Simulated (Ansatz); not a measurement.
Fluorite PbF₂ (high-temperature phase), treated with r²SCAN0 (plane waves, PAW; Ansatz, an electronic-structure program).

Run with plane-wave cutoff 520 eV, 8×8×8 k mesh, Fermi–Dirac smearing 0.01 eV, scalar-relativistic PAW data made under PBE.

The cell is scaled about its equilibrium volume:

```tsv
V (Å³/atom)	P (GPa)	direct gap at Γ (eV)	smallest gap on the k mesh (eV)
16.278	4.59	12.593	6.742
16.706	2.14	12.381	6.774
17.191	-0.25	12.149	6.806
17.563	-1.83	11.976	6.827
17.991	-3.43	11.782	6.847
```

The fundamental gap (6.80 eV at the equilibrium volume, on the SCF mesh) lies elsewhere than Γ–Γ.

Spin–orbit coupling is not included; with these elements it can move the gap by several tenths of an eV or more.
